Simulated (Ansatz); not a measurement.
**How the smallest direct gap on the k points sampled of rutile MgH2 moves with the method**

No measured value is used here.

```json
[
 {"level (code)": "LDA (Ansatz)", "value (eV)": "___"},
 {"level (code)": "BLYP (Ansatz)", "value (eV)": "4.85"},
 {"level (code)": "PBE (Ansatz)", "value (eV)": "4.56"},
 {"level (code)": "PBEsol (Ansatz)", "value (eV)": "4.36"},
 {"level (code)": "RPBE (Ansatz)", "value (eV)": "4.73"},
 {"level (code)": "r²SCAN (Ansatz)", "value (eV)": "5.21"},
 {"level (code)": "HSE06 (Ansatz)", "value (eV)": "5.73"},
 {"level (code)": "PBE0 (Ansatz)", "value (eV)": "6.47"},
 {"level (code)": "r²SCAN0 (Ansatz)", "value (eV)": "___"},
 {"level (code)": "Hartree–Fock (Ansatz)", "value (eV)": "___"},
 {"level (code)": "G0W0@PBE (Ansatz)", "value (eV)": "6.72"}
]
```

Problem. Complete the blanks.

Solution. 
- LDA (Ansatz, a quantum-chemistry and plane-wave program), value (eV): 4.23
- r²SCAN0 (Ansatz), value (eV): 6.90
- Hartree–Fock (Ansatz), value (eV): 13.06

At these levels the smallest gap is indirect and lower: LDA 3.36, BLYP 4.07, PBE 3.74, PBEsol 3.50, RPBE 3.92, r²SCAN 4.37, HSE06 4.83, PBE0 5.56, r²SCAN0 5.98, Hartree–Fock 12.03, G0W0@PBE 5.85 eV. Computed values are for a static lattice.  Values are at the measured cell. Cutoffs and k meshes differ between the levels. Ansatz's density-functional and Hartree–Fock values are scalar-relativistic unless marked +SOC, with PAW data made under PBE.
